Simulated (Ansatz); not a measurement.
Start from IrO2 in the rutile structure (space group P4_2/mnm, No. 136; a = 4.4719 Å, c = 3.1538 Å).

The values are results of DFT with PBEsol, PAW potentials and a 420 eV plane-wave cutoff in Ansatz (a quantum-chemistry and plane-wave program), no spin-orbit coupling, earlier PAW set, not measurements.

Base values:

Shortest interatomic distance: 1.953 Å
c/a ratio: 0.705

Modification: a hydrostatic pressure of 3 GPa.

### Question
How does this affect the shortest interatomic distance?

### Answer
The shortest interatomic distance drops by 0.0074 Å to 1.945 Å.

### Question
What happens to the c/a ratio?

### Answer
The c/a ratio hardly moves (0.705 against 0.707).

Load acts through the strain it causes; cell and atoms are relaxed under it. Whether these cells are dynamically stable was not tested. No Hubbard U is applied, and correlation can decide whether such a compound is a metal. The final runs are not spin-polarised.
